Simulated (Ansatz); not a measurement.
Here is the system:

End structure of the (100) surface of germanium, 1 pair of surface atoms bonded, P on one of 2 surface atoms, no caps (bottom of the slab: built like the top, H on every dangling bond, free):

```yaml
crystal:
  lattice:
    - [8.14587, 0.00000, 0.00000]
    - [0.00000, 4.07294, 0.00000]
    - [0.00000, 0.00000, 31.00000]
  atoms:
    - { symbol: Ge, position: [0.34430, 0.00000, 0.31587] }
    - { symbol: Ge, position: [0.65447, 0.00000, 0.31587] }
    - { symbol: Ge, position: [0.26368, 0.50000, 0.35675] }
    - { symbol: Ge, position: [0.73536, 0.50000, 0.35670] }
    - { symbol: Ge, position: [0.49959, 0.50000, 0.40738] }
    - { symbol: Ge, position: [0.99949, 0.50000, 0.39954] }
    - { symbol: Ge, position: [0.50004, 0.00000, 0.45197] }
    - { symbol: Ge, position: [0.99999, 0.00000, 0.44755] }
    - { symbol: Ge, position: [0.75000, 0.00000, 0.49627] }
    - { symbol: Ge, position: [0.25000, 0.00000, 0.49627] }
    - { symbol: Ge, position: [0.75000, 0.50000, 0.54272] }
    - { symbol: Ge, position: [0.25000, 0.50000, 0.54272] }
    - { symbol: Ge, position: [0.99963, 0.50000, 0.59214] }
    - { symbol: Ge, position: [0.50012, 0.50000, 0.58675] }
    - { symbol: Ge, position: [0.00035, 0.00000, 0.64077] }
    - { symbol: Ge, position: [0.49901, 0.00000, 0.63082] }
    - { symbol: Ge, position: [0.26924, 0.00000, 0.68246] }
    - { symbol: Ge, position: [0.73257, 0.00000, 0.68277] }
    - { symbol: P, position: [0.33123, 0.50000, 0.72446] }
    - { symbol: Ge, position: [0.62572, 0.50000, 0.72027] }
    - { symbol: H, position: [0.27834, 0.00000, 0.26874] }
    - { symbol: H, position: [0.72043, 0.00000, 0.26875] }
```

Model: 22-atom slab, 14.8 Å thick at the start with caps and adatoms, 4x7x1 mesh, Fermi-Dirac 0.025 eV, dipole correction, 4 atoms held, the rest relaxed; held to the start's symmetry, so lower structures may exist; spin-polarised, no spin-orbit, no U. The slab shows no gap on its mesh. The starting moment vanished. In PBE it is, or lies within 0.01 eV a 1x1 cell of, the lowest of the 2 structures of its composition computed so far; subsurface sites and larger cells were not tried.

Q: Predict the work function of the top face from PBE (Ansatz, an electronic-structure program).

A: 4.80 eV
